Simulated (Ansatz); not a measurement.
# Al with two functionals

The parent structure is Al in the fcc (Cu type) structure (space group Fm-3m, No. 225; a = 4.040 Å).

(Cell as relaxed with PBE.)

Levels (all Ansatz, a program for electronic structure, PAW, earlier PAW set): PBE (420 eV, no SOC); r2SCAN (500 eV, scalar-relativistic without spin-orbit coupling).

Each level relaxes its own structure.

| quantity | PBE | r2SCAN |
|---|---|---|
| volume per atom | 16.48 Å³ | 15.89 Å³ |
| lattice parameter a | 4.040 Å | 3.991 Å |
| band gap | zero | zero |

PBE's volume per atom lies 0.596 Å³ above r2SCAN's (3.7 %); PBE's lattice parameter a lies 0.049 Å above r2SCAN's (1.2 %); the two agree on the band gap. Neither level is exact; r2SCAN is the comparison here, not a measurement.

No phonon test of stability was made.
